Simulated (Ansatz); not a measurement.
Antifluorite Be2C was calculated with HSE06-D3(BJ) (PAW; Ansatz, a program for electronic structure).

Numerical settings: plane-wave cutoff 460 eV, 10×10×10 k mesh, Fermi–Dirac smearing 0.01 eV, scalar-relativistic PAW data made under PBE.

Cell (relaxed at this level):

```cif
data_CBe2
_chemical_formula_sum 'Be2 C1'
_space_group_name_H-M_alt 'P 1'
_space_group_IT_number 1
_cell_length_a 3.00831
_cell_length_b 3.00831
_cell_length_c 3.00831
_cell_angle_alpha 60.000
_cell_angle_beta 60.000
_cell_angle_gamma 60.000
loop_
_space_group_symop_operation_xyz
  'x, y, z'
loop_
_atom_site_label
_atom_site_type_symbol
_atom_site_fract_x
_atom_site_fract_y
_atom_site_fract_z
_atom_site_occupancy
Be1 Be 0.25000 0.25000 0.25000 1
Be2 Be 0.75000 0.75000 0.75000 1
C1 C 0.00000 0.00000 0.00000 1
```

### Question
What does this level give for the bulk modulus B0, band gap, smallest direct gap on the k points sampled and pressure derivative B′ of the bulk modulus?

### Answer

- bulk modulus B0 = 224 GPa
- band gap = 1.94 eV (on the SCF k mesh) (indirect)
- smallest direct gap on the k points sampled = 5.25 eV
- pressure derivative B′ of the bulk modulus = 3.4

Static lattice: no zero-point or thermal effects.

It cost around 7 core-minutes (rough) of CPU time.
